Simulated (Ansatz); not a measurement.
Start from BaTiO3 in the cubic perovskite structure (space group Pm-3m, No. 221; a = 3.970 Å).

It is then changed as follows: a hydrostatic pressure of 4.2 GPa.

Levels (all Ansatz, a program for electronic structure, PAW): PBEsol (420 eV, no spin-orbit coupling); r2SCAN (500 eV, spin-orbit coupling left out); HSE06 (420 eV, no spin-orbit coupling).

One geometry, relaxed with PBEsol, under each level:

| level | band gap | lowest conduction level above the VBM at special points | pressure |
|---|---|---|---|
| PBEsol | 1.86 eV | Γ 1.86 eV; X 2.01 eV; M 3.80 eV; R 4.53 eV | 4.20 GPa |
| r2SCAN | 2.27 eV | Γ 2.27 eV; X 2.41 eV; M 4.13 eV; R 4.87 eV | 7.99 GPa |
| HSE06 | 3.33 eV | Γ 3.33 eV; X 3.50 eV; M 5.43 eV | – |

Single points use the geometry relaxed with PBEsol. Their cutoffs differ, which shifts pressures a little. The hybrid gap comes from the SCF mesh plus the semilocal run's edge points and a few special points and is an upper bound. Load acts through the strain it causes; cell and atoms are relaxed under it. Stability against distortions was not tested. All final runs are without spin polarisation. Many cubic perovskites are stable only at high temperature; tilts and polar distortions were not tested. This is not the structure that BaTiO3 has at room temperature and ambient pressure.
